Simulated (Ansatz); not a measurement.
A series of runs on Cs₃VSe₄ (I-43m, 8 atoms in the cell)

```
Cs3VSe4
1.0
   -4.30387     4.30387     4.30387
    4.30387    -4.30387     4.30387
    4.30387     4.30387    -4.30387
Cs V Se
3 1 4
Direct
  0.50000   0.50000   0.00000
  0.00000   0.50000   0.50000
  0.50000   0.00000   0.50000
  0.00000   0.00000   0.00000
  0.30708   0.00000   0.00000
  0.00000   0.00000   0.30708
  0.00000   0.30708   0.00000
  0.69292   0.69292   0.69292
```

Base run A: PBEsol, default PAW files made with PBE run with Ansatz (a program for electronic structure), self-consistent single point.

Its settings: basis.ecutwfc = 420 eV; kpoints.mp_grid.grid = 4 4 4; kpoints.mp_grid.shift = 0.5 0.5 0.5; hamiltonian.xc = pbesol; hamiltonian.pseudopotentials = {kind: paw} (the program's default PAW files); scf.occupations.method = fixed.

The starting cell comes from a database of computed structures (which also holds hypothetical and non-ambient phases and stackings), without a prior relaxation at this level. Ansatz's pressure includes its estimate of the finite-basis (Pulay) stress. The shifted mesh does not hold Γ, so a gap read on it misses any band edge there.

A dash stands where there is no value to compare (another energy zero or no entropy term, no result, no spin, no clean gap, or a mesh too coarse for one). Absolute energies have different zeros for different potentials, functionals, Hubbard and dispersion terms and are not compared across them.

Run A gave: pressure (GPa) -0.80; largest force (eV/Å) 0.117; gap on the mesh (eV) 1.539.

Runs:
- B: hamiltonian.dispersion: default → d3bj [PBEsol-D3BJ]
- C: hamiltonian.dispersion: default → d3bjatm [PBEsol-D3BJ-ATM]
- D: hamiltonian.dispersion: default → d4 [PBEsol-D4]

**Question.** What does run B change against A?

**Answer.** The pressure goes from -0.80 to -1.79 GPa, the largest force goes from 0.117 to 0.110 eV/Å and the gap on the mesh stays at 1.539 eV.

**Question.** What does run D change against A?

**Answer.** The pressure goes from -0.80 to -1.22 GPa, the largest force goes from 0.117 to 0.109 eV/Å and the gap on the mesh stays at 1.539 eV.

| run | pressure (GPa) | largest force (eV/Å) | gap on the mesh (eV) | dispersion energy (eV/atom) |
|---|---|---|---|---|
| A | -0.80 | 0.117 | 1.539 | – |
| B | -1.79 | 0.110 | 1.539 | -0.246 |
| C | -1.70 | 0.110 | 1.539 | -0.237 |
| D | -1.22 | 0.109 | 1.539 | -0.105 |

Keys are those of Ansatz 0.2.
